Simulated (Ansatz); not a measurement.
# A computed series for hypothetical zinc blende VSb: pressure series

Start from VSb in the zinc blende structure (space group F-43m, No. 216; a = 6.179 Å; ferromagnetic; a hypothetical phase, not in the database extracts checked).

Cell and atoms are relaxed at each pressure.

Levels (all Ansatz, an electronic-structure program, PAW): PBE (420 eV, without spin-orbit coupling); r2SCAN (500 eV, spin-orbit coupling left out).

The base cell above is that of PBE; each level relaxes its own structures.

```tsv
case	largest site moment, PBE	largest site moment, r2SCAN
pressure −2 GPa	2.01 μB	2.16 μB
pressure −1 GPa	1.99 μB	2.14 μB
pressure 1.8 GPa	1.94 μB	(withheld)
pressure 4.2 GPa	1.90 μB	2.05 μB
pressure 9 GPa	1.85 μB	(withheld)
pressure 18 GPa	1.77 μB	(withheld)
pressure 30 GPa	1.63 μB	1.84 μB
```

Q: Complete the table.

A: 
- pressure 1.8 GPa, largest site moment, r2SCAN: 2.09 μB
- pressure 9 GPa, largest site moment, r2SCAN: 2.00 μB
- pressure 18 GPa, largest site moment, r2SCAN: 1.92 μB

PBE lies below r2SCAN in every row, by 0.14 μB to 0.21 μB. They put the cases in the same order.

Other magnetic orders, which the real material may have, were not ruled out. Load acts through the strain it causes; cell and atoms are relaxed under it. No phonon test of stability was made. No other phases were tried under pressure.
